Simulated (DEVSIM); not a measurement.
Device: abrupt Si n-p junction, at 300 K.

| layer (left to right) | material | thickness (μm) | Nd (cm⁻³) | Na (cm⁻³) | τn (s) | τp (s) |
|---|---|---|---|---|---|---|
| 1 | Si | 2.20 | 3.4e18 | - | 6.3e-7 | 6.3e-7 |
| 2 | Si | 0.760 | - | 5.1e14 | 6.3e-7 | 6.3e-7 |

Left contact: ohmic. Right contact: ohmic. Voltage is applied to the left contact. Recombination: SRH at mid-gap, Auger. Gap narrowing is on: ΔEg = 6.92 meV × (l + √(l² + 0.5)), l = ln(N/1.3e17 cm⁻³), shared equally by both band edges. Mobility is constant in doping.

Constants are typed, rounded textbook-type inputs, not results; the design itself was drawn at random and stands for no fabricated device. Values at 300 K.

```csv
parameter,Si
gap (eV),1.124
affinity (eV),4.05
permittivity,11.7
Nc (cm⁻³),2.86e19
Nv (cm⁻³),3.1e19
μn (cm²/Vs),1417
μp (cm²/Vs),470
Cn (cm⁶/s),2.8e-31
Cp (cm⁶/s),9.9e-32
```

Simulated with DEVSIM: 1D drift-diffusion, Boltzmann statistics, complete ionisation; no tunnelling, impact ionisation, image-force lowering or self-heating.

Tabulate band edges, carrier densities and field at 2.0 V on the left contact.

Energies count from the Fermi level of the right contact; mesh points crowd at the junctions.

| x (μm) | Ec (eV) | Ev (eV) | n (cm⁻³) | p (cm⁻³) | field (V/cm) |
|---|---|---|---|---|---|
| 0.000 | -1.945 | -3.023 | 3.4e18 | 200 | ≈ 0 |
| 0.02013 | -1.945 | -3.023 | 3.4e18 | 200 | ≈ 0 |
| 0.05358 | -1.945 | -3.023 | 3.4e18 | 200 | ≈ 0 |
| 0.1176 | -1.945 | -3.023 | 3.4e18 | 190 | ≈ 0 |
| 0.2913 | -1.945 | -3.023 | 3.4e18 | 170 | ≈ 0 |
| 0.5278 | -1.945 | -3.023 | 3.4e18 | 150 | ≈ 0 |
| 0.9806 | -1.945 | -3.023 | 3.4e18 | 110 | ≈ 0 |
| 1.654 | -1.945 | -3.023 | 3.4e18 | < 1e2 | ≈ 0 |
| 1.898 | -1.945 | -3.023 | 3.4e18 | < 1e2 | ≈ 0 |
| 2.045 | -1.945 | -3.023 | 3.4e18 | < 1e2 | ≈ 0 |
| 2.126 | -1.945 | -3.023 | 3.4e18 | < 1e2 | ≈ 0 |
| 2.178 | -1.945 | -3.023 | 3.4e18 | < 1e2 | ≈ 0 |
| 2.199 | -1.928 | -3.006 | 1.7e18 | < 1e2 | 71000 |
| 2.218 | -1.808 | -2.932 | 1.7e16 | < 1e2 | 40000 |
| 2.265 | -1.628 | -2.751 | 1.6e13 | < 1e2 | 38000 |
| 2.335 | -1.362 | -2.486 | 5.5e8 | 1600 | 38000 |
| 2.459 | -0.900 | -2.024 | 210000 | 7900 | 37000 |
| 2.638 | -0.258 | -1.382 | 220000 | 18000 | 35000 |
| 2.823 | 0.384 | -0.739 | 220000 | 1.2e7 | 34000 |
| 2.894 | 0.622 | -0.502 | 230000 | 1.1e11 | 33000 |
| 2.932 | 0.747 | -0.377 | 230000 | 1.5e13 | 33000 |
| 2.960 | 0.839 | -0.285 | 230000 | 5.1e14 | 33000 |
